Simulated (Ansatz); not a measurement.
**SiC: response to strain**

Base system: SiC (space group P6_3mc, No. 186; a = 3.0941 Å, c = 10.1293 Å). Axes: x lies along a and z along c of the hexagonal cell.

Strains are applied to the cell and any free atomic positions relax.

All numbers come from PBE, PAW, 420 eV (Ansatz, a first-principles code; no spin-orbit coupling).

Notes on the quantities. energy relative to the base: free energy F; pressure: mean of the normal stresses, compression positive.

```
variant                         energy relative to the base  volume per atom   pressure
------------------------------  ---------------------------  ---------------  ---------
base                                             0 meV/atom         10.50 Å³   0.00 GPa
uniaxial strain ε_zz = +0.75 %                +1.0 meV/atom         10.58 Å³  -1.55 GPa
uniaxial strain ε_zz = +1.50 %                +3.8 meV/atom         10.66 Å³  -3.03 GPa
uniaxial strain ε_zz = +2.25 %                +8.5 meV/atom         10.73 Å³  -4.44 GPa
uniaxial strain ε_zz = +3.00 %                 +15 meV/atom         10.81 Å³  -5.78 GPa
```

Whether these cells are dynamically stable was not tested.
